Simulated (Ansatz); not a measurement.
Start from InAs in the zinc blende structure (space group F-43m, No. 216; a = 6.0873 Å).

The values are results of Kohn–Sham DFT with the PBEsol functional, run in Ansatz (a first-principles code) with PAW and 420 eV plane waves, no SOC, not measurements.

Base values:

| Quantity | Value |
|---|---|
| Pressure | 0.0 GPa |
| Band gap | zero |

Now apply this change: an isotropic linear strain of +0.50 %; the atoms relax in the strained cell.

**Question.** Estimate the effect on the pressure, energy relative to the base and band gap.

**Answer.** The pressure goes from zero to -0.8 GPa; the energy goes up by 1.1 meV/atom; the band gap is still zero.

Stability against distortions was not tested. All final runs are without spin polarisation. The zero or small gap of InAs can change with the level of theory.
